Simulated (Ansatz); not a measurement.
Functionals compared on a constructed model of the (110) surface of bcc Mo, a pseudomorphic layer of Cu in the host's stacking (bottom of the slab: a bare face, its two planes held), in Ansatz (plane waves, PAW). The structure was relaxed with PBE; the other rows are single points on it. Cutoff 420 eV (500 eV for r2SCAN).

Slab: 7 atoms, 13.7 Å thick at the start with caps and adatoms (thin: gaps and levels are the slab's own); k 14x14x1, smearing 0.1 eV, dipole-corrected; 2 atoms held, the rest relaxed; held to the start's symmetry, so lower structures may exist; no spin, no spin-orbit, no U. It is one candidate, not shown to be the stable structure of the face. These notes are the PBE run's.

| functional | work function of the top face (eV) | rough cost of the single point |
|---|---|---|
| PBE | 4.32 | – |
| RPBE | 4.15 | very roughly 30 core-seconds |
| r2SCAN | ? | very roughly 80 core-seconds |

Question: What belongs in the gaps?

Answer: 
- r2SCAN, work function of the top face (eV): 4.30

Ansatz is a program for electronic structure.
